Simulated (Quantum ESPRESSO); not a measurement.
Equation of state of fcc Sr (space group 225): energy against volume (Quantum ESPRESSO, PBE)

```xyz
1
Lattice="0.0000 2.9332 2.9332 2.9332 0.0000 2.9332 2.9332 2.9332 0.0000" Properties=species:S:1:pos:R:3 pbc="T T T"
Sr     0.0000     0.0000     0.0000
```

Computed with PBE, GBRV 1.5 ultrasoft (PBE) pseudopotentials (plane waves; Quantum ESPRESSO 7.5). Settings: ecutwfc = 52 Ry; ecutrho = 260 Ry; occupations = smearing; smearing = fermi-dirac; degauss = 0.0036749 Ry; potentials = {Sr: sr_pbe_v1.uspp.F.UPF}; K_POINTS = automatic 26 26 26 0 0 0; conv_thr = 1e-10 Ry; mixing_beta = 0.5. The cell above is the first row's. The rows scale it uniformly. In all rows the k mesh is held. E is the free energy at the stated smearing, counted from the lowest row.

```
V (Å^3/atom)  E (meV/atom)
------------  ------------
50.4743              14.33
51.5716               7.80
52.6689               3.36
53.7661               0.82
54.8634               0.00
55.9606               0.77
57.0579               3.00
58.1552               6.57
59.2524                  ?
```

Problem. Using the third-order Birch-Murnaghan form, a cubic in V^(-2/3), estimate the missing E at V = 59.2524 from the other rows, showing the fit.

Solution. With u = V^(-2/3) - 0.0698, the rows have u = 0.0034183, 0.0023760, 0.0013700, 0.0003985, -0.0005407, -0.0014490, -0.0023281, -0.0031795. Least squares gives E = 0.268 + 998.9·u + 924621·u² - 3988675·u³. Residuals (row less fit): 0.003, -0.008, -0.002, 0.007, 0.001, -0.004, -0.004, 0.003; standard error 0.006 (degrees of freedom: 4). Its minimum lies at u = -0.0005383, so V0 = (0.0692617)^(-3/2) = 54.86. There d²E/du² = 1862000 and d³E/du³ = -2.393e7, so B0 = (4/9) × 54.86^(-7/3) × 1862000 × 0.160218 = 11.6 GPa (the last factor turns the table's units into GPa), and B0' = 4 + (2/3) × 0.0692617 × (-2.393e7)/1862000 = 3.4. The program's pressures in the fitted runs (not shown) pass through zero at V = 54.87, 0.02 % from this V0. At the withheld row, u = -0.0040045, so E = 0.268 + 998.9 × (-0.0040045) + 924621 × (-0.0040045)² - 3988675 × (-0.0040045)³ = 11.351 meV/atom. The calculation gives 11.38 meV/atom, 0.029 meV/atom above the prediction (0.2 % of the range of E in the table). The row lies outside the fitted rows, so this is an extrapolation. From the scatter of the fitted rows alone, a prediction at this place has a standard error of 0.016 meV/atom, so the miss is 1.9 times that.

Carrying the step between the two nearest rows on in a straight line would have given 10.14, off by 1.24; series whose last step already gives the withheld value aren't shown. The reference cell has the volume at which an earlier scan in this program and functional put its minimum by a fit. Cutoffs and mesh are single choices, not tested for convergence of this quantity. Series with a scatter that would blur these digits, or in which a gap closes, are not shown. Nor are scans whose minimum lies at an end fitted in this form.
